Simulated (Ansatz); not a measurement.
GaS under a change: S interstitial (started 2.41 Å from the nearest host atom), symmetric start

Consider an 8-atom supercell of GaS in the beta-GaS type structure (space group P6_3/mmc, No. 194; a = 3.591 Å, c = 15.450 Å; layered, stacked along the Cartesian z axis) at its relaxed geometry.

The change: a neutral S interstitial (started 2.41 Å from the nearest host atom), symmetric start, atoms relaxed at fixed cell.

Calculations: plane-wave PAW DFT at the PBE-D3(BJ) level (Ansatz, a program for electronic structure, 420 eV), without spin-orbit coupling, earlier PAW set. k-mesh 8×8×8 (Γ-centred); smearing 0.01 eV (Fermi–Dirac).

```json
[
 {"quantity": "final site of the added atom", "base": "–", "changed": "6 Ga at 2.65 Å (trigonal prismatic)", "shift": "–"}
]
```

Cost of the whole job for the changed cell (relaxation, final SCF and bands): around 8 core-minutes (rough).

The magnetic state is the one reached from the starting moments; the real material's order can differ, and small cells can't hold many antiferromagnetic ones. In so small a cell the defect repeats every few ångströms: this is an ordered compound, not a dilute defect. The defect started on the symmetric site and kept its symmetry, so it may sit on a saddle. Seeded moments were not kept for S interstitial (started 2.41 Å from the nearest host atom). The defect cell is spin-polarised and ends with 0.0 μB.
